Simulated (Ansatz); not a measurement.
We consider Cd(OH)₂ (P-3m1, No. 164, 5 atoms in the cell; start mp-625548), described by PBEsol (Ansatz, a quantum-chemistry and plane-wave program, PAW).

Numerical settings: plane-wave cutoff 500 eV, 18×18×8 k mesh (along the axes of the cell as run), Fermi–Dirac smearing 0.05 eV, scalar-relativistic PAW data made under PBE.

Cell (relaxed at this level):

CdH₂O₂ has the trigonal space group P-3m1 (No. 164), Pearson symbol hP5. Conventional cell: a = b = 3.507 Å, c = 4.580 Å, α = β = 90.00°, γ = 120.00°. Cd on 1a is surrounded by 6 O at 2.303 Å (octahedral). H on 2d is surrounded by 1 O at 0.978 Å. O on 2d has 1 H at 0.978 Å and 3 Cd at 2.303 Å (tetrahedral). (Neighbours: up to the widest gap in distance over summed covalent radii, below 1.35, at either atom; cation-cation and far metal-metal contacts left out.)

Problem. Estimate the band gap that the calculation returns.

Solution. 
* **band gap**: 1.60 eV (on the SCF k mesh)

Note: the relaxation could not lower the start's symmetry, so the cell can be a saddle point above a distorted one.

Spin–orbit coupling is not included.

Static lattice: no zero-point or thermal effects.

It cost roughly 110 core-seconds of CPU time.

A start named mp-… is a Materials Project structure, which need not be a measured phase.
